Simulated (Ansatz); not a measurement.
MgCO3 (R-3c, No. 167), treated with PBEsol-D3(BJ) (Ansatz, a first-principles code, PAW).

Numerical settings: plane-wave cutoff 520 eV, 10×10×10 k mesh, Fermi–Dirac smearing 0.01 eV, scalar-relativistic PAW data made under PBE.

Cell (relaxed at this level):

```xyz
10
Lattice="5.1076 -2.3148 -0.0177 5.1076 2.3148 -0.0177 4.0719 0.0000 3.8556" Properties=species:S:1:pos:R:3 pbc="T T T"
Mg     0.0000     0.0000     0.0000
Mg     7.1436     0.0000     1.9101
C      3.5718     0.0000     0.9551
C     10.7154     0.0000     2.8652
O      8.6794     1.0279     0.9374
O      5.8957     1.6714     1.8062
O      7.9316     0.6435     3.7340
O      5.6078    -1.0279     2.8829
O      8.3915    -1.6714     2.0141
O      6.3556    -0.6435     0.0863
```

### Question
Estimate the Γ–Γ gap, smallest direct gap on the k points sampled, band gap, bulk modulus B0 and pressure derivative B′ of the bulk modulus that the calculation returns.

### Answer

- Γ–Γ gap = 5.79 eV
- smallest direct gap on the k points sampled = 5.66 eV
- band gap = 5.05 eV (indirect)
- bulk modulus B0 = 111 GPa
- pressure derivative B′ of the bulk modulus = 4.8

Note: the bulk modulus comes from volumes at which shape and atoms were relaxed.

The computed numbers hold no vibrational or temperature effects.

Computing time: about 7 core-minutes (a rough figure).
